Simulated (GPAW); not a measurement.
**A self-consistent single point of ScAg₂ (I4/mmm, 3 atoms in the cell) with GPAW**

Computed with LDA (Perdew-Wang 92), GPAW PAW datasets LDA (gpaw-data 1.0.1) (plane waves; GPAW).

Input as run:

```python
from ase import Atoms
from ase.units import GPa
from gpaw import GPAW, PW, FermiDirac

atoms = Atoms(['Sc', 'Ag', 'Ag'],
              cell=[[-1.774437, 1.774437, 4.476600],
                    [1.774437, -1.774437, 4.476600],
                    [1.774437, 1.774437, -4.476600]],
              scaled_positions=[[0.000000, 0.000000, 0.000000],
                                [0.666640, 0.666640, 0.000000],
                                [0.333360, 0.333360, 0.000000]],
              pbc=True)

calc = GPAW(mode=PW(850),
            xc='LDA',
            kpts={'size': (6, 6, 6), 'gamma': True},
            occupations=FermiDirac(0.1),
            nbands=-9,
            convergence={'forces': 0.001},
            symmetry={'symmorphic': False, 'tolerance': 0.0005},
            maxiter=100)

atoms.calc = calc

energy = atoms.get_potential_energy()
print('Energy (eV):', round(energy, 6))
forces = atoms.get_forces()
print('Forces (eV/Ang):')
print(forces.round(5))
stress = atoms.get_stress()
print('Stress (GPa, Voigt):', (stress / GPa).round(4))
```

Output (repeated stretches shortened):

```
Input parameters:
  convergence: {forces: 0.001}
  kpts: {gamma: True,
         size: (6, 6, 6)}
  maxiter: 100
  mode: {ecut: 850.0,
         name: pw}
  nbands: -9
  occupations: {fixmagmom: False,
                name: fermi-dirac,
                width: 0.1}
  symmetry: {symmorphic: False,
             tolerance: 0.0005}

species:
  Sc:
    name: Scandium
    Z: 21.0
    valence: 11
    core: 10
    charge: 0.0
    file: Sc.LDA.gz

    # Using partial waves for Sc as LCAO basis

  Ag:
    name: Silver
    Z: 47.0
    valence: 17
    core: 30
    charge: 0.0
    file: Ag.LDA.gz

    # Using partial waves for Ag as LCAO basis

Reference energy: -309670.692719  # eV

Spin-paired calculation

Convergence criteria:
 Maximum [total energy] change in last 3 cyles: 0.0005 eV / valence electron
 Maximum integral of absolute [dens]ity change: 0.0001 electrons / valence electron
 Maximum integral of absolute [eigenst]ate change: 4e-08 eV^2 / valence electron
 Maximum change in the atomic [forces] across last 2 cycles: 0.001 eV/Ang OR
Maximum error relative to the maximum force is below inf
 Maximum number of scf [iter]ations: 100

Symmetries present (total): 16
Symmetries with fractional translations: 0
216 k-points: 6 x 6 x 6 Monkhorst-Pack grid + [1/12,1/12,1/12]
30 k-points in the irreducible part of the Brillouin zone
       k-points in crystal coordinates                weights
   0:     0.00000000    0.00000000    0.00000000          1/216
   1:     0.16666667   -0.16666667    0.00000000          4/216
   2:     0.16666667   -0.16666667    0.16666667          4/216
   [... 7 lines left out ...]
          ...
  29:     0.50000000    0.50000000    0.50000000          1/216

Wave functions: Plane wave expansion
  Cutoff energy: 850.000 eV
  Number of coefficients (min, max): 3146, 3193
  Pulay-stress correction: 0.000000 eV/Ang^3 (de/decut=0.000000)

Occupation numbers: Fermi-Dirac:
  width: 0.1000  # eV

Eigensolver

Densities:
  Coarse grid: 35*35*35 grid
  Fine grid: 70*70*70 grid
  Total Charge: 0.000000

Density mixing:
  Method: separate
  Backend: pulay
  Linear mixing parameter: 0.05
  old densities: 5
  Damping of long wavelength oscillations: 50

Hamiltonian:
  XC and Coulomb potentials evaluated on a 70*70*70 grid
  External potential:
    NoExternalPotential

Number of atoms: 3
Number of atomic orbitals: 37
Number of bands in calculation: 31
Number of valence electrons: 45
Bands to converge: occupied

Density initialized from atomic densities
  31 bands from LCAO basis set

Atomic positions and initial magnetic moments

Positions:
   0 Sc     0.000000    0.000000    0.000000    ( 0.0000,  0.0000,  0.0000)
   1 Ag    -0.000000    0.000000    5.968561    ( 0.0000,  0.0000,  0.0000)
   2 Ag    -0.000000    0.000000    2.984639    ( 0.0000,  0.0000,  0.0000)

Unit cell:
           periodic     x           y           z      points  spacing
  1. axis:    yes   -1.774437    1.774437    4.476600    35     0.0943
  2. axis:    yes    1.774437   -1.774437    4.476600    35     0.0943
  3. axis:    yes    1.774437    1.774437   -4.476600    35     0.0717

  Lengths:   5.131978   5.131978   5.131978
  Angles:  139.543508 139.543508  58.547076

Effective grid spacing dv^(1/3) = 0.1096

     iter     time        total  log10-change:
                         energy   eigst   dens  force
iter:   1 --:--:--   -15.726773
iter:   2 --:--:--   -15.226197   -0.48  -1.39
iter:   3 --:--:--   -14.263046   -0.65  -1.44
iter:   4 --:--:--   -14.177354   -2.01  -1.82
iter:   5 --:--:--   -14.096681   -1.95  -1.90
iter:   6 --:--:--   -14.174015   -2.29  -2.22
iter:   7 --:--:--   -14.086199   -2.72  -2.12
iter:   8 --:--:--   -14.081133   -3.38  -2.64
iter:   9 --:--:--   -14.081282c  -3.94  -2.91
iter:  10 --:--:--   -14.080232c  -4.21  -3.05
iter:  11 --:--:--   -14.080197c  -5.05  -3.60
iter:  12 --:--:--   -14.080248c  -5.88  -3.68
iter:  13 --:--:--   -14.080282c  -6.29  -3.72
iter:  14 --:--:--   -14.080211c  -5.99  -3.80
iter:  15 --:--:--   -14.080189c  -6.22  -3.87
iter:  16 --:--:--   -14.080152c  -5.66  -3.93
iter:  17 --:--:--   -14.080153c  -6.71  -4.14c
iter:  18 --:--:--   -14.080156c  -7.54c -4.25c
iter:  19 --:--:--   -14.080147c  -6.98  -4.33c
iter:  20 --:--:--   -14.080147c  -7.78c -4.44c -2.26
iter:  21 --:--:--   -14.080143c  -7.30  -4.49c
iter:  22 --:--:--   -14.080144c  -8.23c -5.01c -2.77
iter:  23 --:--:--   -14.080144c  -8.91c -5.29c -3.44c

Converged after 23 iterations.

Dipole moment: (-0.000000, 0.000000, -0.000000) |e|*Ang

Energy contributions relative to reference atoms: (reference = -309670.692719)

Kinetic:        -17.759001
Potential:      +12.929857
External:        +0.000000
XC:              -9.789616
Entropy (-ST):   -0.046894
Local:           +0.562064
SIC:             +0.000000
--------------------------
Free energy:    -14.103591
Extrapolated:   -14.080144

Showing only first 2 kpts
 Kpt  Band  Eigenvalues  Occupancy
  0    20      3.59209    2.00000
  0    21      6.63266    1.99923
  0    22      8.13550    0.00154
  0    23      8.74610    0.00000

  1    20      3.60054    2.00000
  1    21      7.07288    1.93880
  1    22      8.36096    0.00016
  1    23      8.36239    0.00016

Fermi level: 7.41845

No gap
No difference between direct/indirect transitions
Energy (eV): -14.080144

Forces in eV/Ang:
  0 Sc    0.00000    0.00000    0.00000
  1 Ag    0.00000    0.00000    0.00754
  2 Ag    0.00000    0.00000   -0.00754

Stress tensor:
     0.044086     0.000000    -0.000000
     0.000000     0.044086    -0.000000
    -0.000000    -0.000000     0.055159
Stress (GPa, Voigt): [ 7.0633  7.0633  8.8375 -0.     -0.      0.    ]
```

The run converged in 23 iterations. GPAW prints stress with tension positive.

The starting cell comes from a database of computed structures (which also holds hypothetical and non-ambient phases and stackings), without a prior relaxation at this level. Its lattice was rescaled by up to half a per cent. With a pressure of about -8 GPa the cell is away from its equilibrium volume at this level.

Cost on one core of a shared machine: roughly 3 min.
